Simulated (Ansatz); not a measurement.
Input and output of a self-consistent single point for NbAs (Imm2, 4 atoms in the cell) (Ansatz, a quantum-chemistry and plane-wave program).

Level of theory: PBEsol, default PAW files made with PBE (plane waves; Ansatz).

```xyz
4
Lattice="-1.7419 1.7419 5.9346 1.7419 -1.7419 5.9346 1.7419 1.7419 -5.9346" Properties=species:S:1:pos:R:3 pbc="T T T"
Nb     0.0000     0.0000     8.9485
Nb     1.7419     0.0000     5.9312
As     0.0000     0.0000     1.9855
As     0.0000     1.7419     4.9527
```

Reference input (self-consistent single point, DFT, PBEsol, plane waves, default PAW files made with PBE): basis.ecutwfc = 30.9 Ry; kpoints.mp_grid.grid = 8 8 8; hamiltonian.xc = pbesol; hamiltonian.pseudopotentials = {kind: paw} (the program's default PAW files); scf.occupations.method = gaussian; scf.occupations.width = 0.0073 Ry. This run's input differs from it in these lines:

Ansatz 0.2 input:
```diff
@@ -14,3 +14,3 @@
 kpoints:
-  mp_grid: { grid: [8, 8, 8] }
+  mp_grid: { grid: [26, 26, 26] }
 hamiltonian:
@@ -19,3 +19,3 @@
 scf:
-  occupations: { method: gaussian, width: 0.0073 Ry }
+  occupations: { method: gaussian, width: 0.0037 Ry }
 output:
```

The program printed (abridged):

```
SCF iter   1: F=—  HF=-18619.873852 eV  |F-HF|=—  |Δ(HF+E_count)|=         —  Δρ=8.13e-3  dr2=3.93e-2  ethr=1.77e-3  ⟨swp⟩=5.0  Hψ=323147  notcnv=0
all-band conjugate gradients don't solve this SCF's bands from here on, since memory is short
preconditioner: auto → Kerker (q_TF=auto, 2.616 Å⁻¹)
the mixing steps aren't corrected for partly filled atomic shells, since the memory limit or a GPU had no room for it …
   [... lines left out ...]
SCF iter   7: F=—  HF=-18619.867827 eV  |F-HF|=—  |Δ(HF+E_count)|=   7.45e-7  Δρ=1.66e-5  dr2=2.68e-7  ethr=1.93e-9  ⟨swp⟩=4.0  Hψ=216541  notcnv=0
SCF iter   8: F=-18619.867827 eV  HF=-18619.867827 eV  |F-HF|=3.02e-8  |Δ(HF+E_count)|=   1.45e-8  Δρ=5.65e-6  dr2=4.74e-8  ethr=4.78e-10  ⟨swp⟩=3.0  Hψ=181362  notcnv=0
the search or the solves at the SCF's close seem to have found levels that the self-consistency loop had missed (the run counts 1) …
SCF 1 converged in 8 iterations: F = -18619.867827 eV  dr2 = 4.74e-8
Free energy (F): -18619.867827 eV
Internal energy: -18619.867402 eV  (E = F + TS)
E sigma→0 (E₀):  -18619.867615 eV
Entropy (-TS):   -0.000425 eV (-0.106 meV/atom)
Fermi energy:    15.510454 eV
--- Forces (eV/Å), atoms counted from 1 ---
  atom   1  Nb     0.00000000     0.00000000    -0.68926911
  atom   2  Nb     0.00000000     0.00000000     0.13072361
  atom   3  As     0.00000000     0.00000000     0.26226964
  atom   4  As     0.00000000     0.00000000     0.29623361
--- Stress (GPa, compression-positive) ---
       -7.255075       0.000000       0.000000
        0.000000      -8.432783       0.000000
        0.000000       0.000000      -7.071903
  P = ⅓ Tr σ = -7.5866 GPa (-75.866 kbar)
  The stress holds the Pulay correction. Without it, at fixed plane waves, as pw.x and ABINIT print it: P = -7.6096 GPa
```

The run converged in 8 iterations. Against the reference run the free energy drops by 3.1 meV/atom, the pressure moves little (-7.52 to -7.59 GPa) and the largest force goes from 0.664 to 0.689 eV/Å.

The starting cell comes from a database of computed structures (which also holds hypothetical and non-ambient phases and stackings), without a prior relaxation at this level. Its lattice was rescaled by up to half a per cent. One atom was moved a little off its site on purpose. Spin polarisation is off. With a pressure of about -8 GPa the cell is away from its equilibrium volume at this level. Ansatz's pressure includes its estimate of the finite-basis (Pulay) stress.

Cost on one core of a shared machine: roughly 10 min.
